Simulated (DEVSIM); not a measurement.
System: W/SiO2/n-Si capacitor, at 400 K.

| layer (left to right) | material | thickness (nm) | Nd (cm⁻³) |
|---|---|---|---|
| 1 | SiO2 | 2.50 | - |
| 2 | Si | 1100 | 2.9e17 |

Metal gate on the left, work function 4.6 eV. Fixed charge at the semiconductor interface -7.1e10 cm⁻² (in units of +e); no interface traps.

Constants are typed, rounded textbook-type inputs, not results; the design itself was drawn at random and stands for no fabricated device. Values at 300 K; Nc and Nv go as T^1.5, mobilities as T to minus their exponent, the gap by Varshni's rule with the affinity fixed.

| parameter | SiO2 | Si |
|---|---|---|
| gap (eV) | 9 | 1.124 |
| affinity (eV) | 0.9 | 4.05 |
| permittivity | 3.9 | 11.7 |
| Nc (cm⁻³) | - | 2.86e19 |
| Nv (cm⁻³) | - | 3.1e19 |
| Varshni α (eV/K) | - | 0.000473 |
| Varshni β (K) | - | 636 |

Simulated with DEVSIM: 1D Poisson equation in equilibrium, Boltzmann statistics, complete ionisation; no quantum confinement or tunnelling. Metal contacts follow the ideal Schottky-Mott rule: no Fermi-level pinning, no interface dipoles.

The interface trap density was swept, all else fixed.

| interface trap density (cm^-2 eV^-1) | flat-band voltage (V) | minimum of the low-frequency capacitance (μF/cm²) | threshold voltage (band bending 2φF) (V) |
|---|---|---|---|
| 0 | 0.39 | 0.181 | -0.56 |
| 1e10 | 0.39 | 0.182 | -0.56 |
| 1e11 | 0.39 | 0.193 | -0.56 |
| 3e11 | 0.40 | 0.216 | -0.57 |
| 1e12 | 0.43 | 0.292 | -0.60 |
| 2e12 | 0.47 | 0.383 | -0.64 |

From the first row to the last the flat-band voltage goes from 0.39 to 0.47. From the first row to the last the minimum of the low-frequency capacitance goes from 0.181 to 0.383.
